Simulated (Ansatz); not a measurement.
**A computed series for PbSe: response to strain**

Start from PbSe in the rock salt structure (space group Fm-3m, No. 225).

```yaml
crystal:
  lattice:
    - [0.00000, 3.08901, 3.08901]
    - [3.08901, 0.00000, 3.08901]
    - [3.08901, 3.08901, 0.00000]
  atoms:
    - { symbol: Se, position: [0.00000, 0.00000, 0.00000] }
    - { symbol: Pb, position: [0.50000, 0.50000, 0.50000] }
```

Cartesian axes are those of the cell as printed.

Strains are applied to the cell and any free atomic positions relax; under biaxial strain the out-of-plane vector relaxes too.

The values are results of Ansatz (an electronic-structure program), r2SCAN, PAW, cutoff 500 eV, scalar-relativistic without spin-orbit coupling, not measurements.

Candidates:
(a) uniaxial strain ε_zz = +1.87 %
(b) biaxial strain −3.51 %, plane normal [001], relaxed out of plane
(c) isotropic strain +0.73 %
(d) biaxial strain −2.44 %, plane normal [001], relaxed out of plane

Notes on the quantities. energy relative to the base: free energy F.

Order them by energy relative to the base, lowest first.

(c) isotropic strain +0.73 % (+2.2 meV/atom), (a) uniaxial strain ε_zz = +1.87 % (+3.8 meV/atom), (d) biaxial strain −2.44 %, plane normal [001], relaxed out of plane (+17 meV/atom), (b) biaxial strain −3.51 %, plane normal [001], relaxed out of plane (+36 meV/atom)

Whether these cells are dynamically stable was not tested.
